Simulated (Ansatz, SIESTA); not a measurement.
One structure in several programs: TaCr2 (P1, 6 atoms in the cell)

Self-consistent single point, at a second geometry (atoms moved at random). First geometry:

```
CELL_PARAMETERS angstrom
      0.00000     3.44896     3.44896
      3.44896     0.00000     3.44896
      3.44896     3.44896     0.00000
ATOMIC_POSITIONS crystal
  Ta 0.75000 0.75000 0.75000
  Ta 0.50000 0.50000 0.50000
  Cr 0.12500 0.12500 0.62500
  Cr 0.12500 0.62500 0.12500
  Cr 0.12500 0.12500 0.12500
  Cr 0.62500 0.12500 0.12500
```

Second geometry:
```
TaCr2
1.0
    0.00000     3.44896     3.44896
    3.44896     0.00000     3.44896
    3.44896     3.44896     0.00000
Ta Cr
2 4
Direct
  0.76322   0.74596   0.74809
  0.48390   0.51536   0.51490
  0.12253   0.11851   0.62198
  0.09818   0.63431   0.14363
  0.13956   0.12809   0.10407
  0.64262   0.10777   0.11734
```

Shared settings, as Ansatz (an electronic-structure program) writes them: kpoints.mp_grid.grid = 8 8 8; scf.occupations.method = gaussian; scf.occupations.width = 0.1 eV. Potentials and cutoffs stand in the table.

```tsv
code	model	ΔF from the first geometry (meV/atom)	pressure (GPa)	largest force (eV/Å)	cutoff
SIESTA	LDA PW92, numerical atomic orbitals DZP, PseudoDojo LDA standard norm-conserving potentials (rewritten from UPF to PSML)	58.5	-12.09	1.942	grid 300 Ry
Ansatz	LDA (PW92), PAW files made with PBE	57.1	-9.15	1.829	default
```

Size of the force on each atom (eV/Å): Sizes of forces hide their directions.

```
code      Ta1    Ta2    Cr3    Cr4    Cr5    Cr6
------  -----  -----  -----  -----  -----  -----
SIESTA  0.927  1.242  0.789  1.942  1.119  1.795
Ansatz  0.935  1.271  0.696  1.829  1.117  1.637
```

On Ansatz's run: spin-orbit coupling is off. Spin polarisation is off.

The spread over the programs that give each value: ΔF from the first geometry within 1.4 meV/atom; pressure within 2.94 GPa; largest force within 0.113 eV/Å.

SIESTA uses small atom-centred bases, whose incompleteness enters pressures, forces and empty levels differently from a plane-wave cutoff. Ansatz's pressure is given at a fixed set of plane waves, as the other plane-wave codes print theirs; with its correction for the finite basis it is -9.11 GPa.

The starting cell comes from a database of computed structures (which also holds hypothetical and non-ambient phases and stackings), without a prior relaxation at this level. For this run, on top of that: atoms moved at random.

Keys are those of Ansatz 0.2.
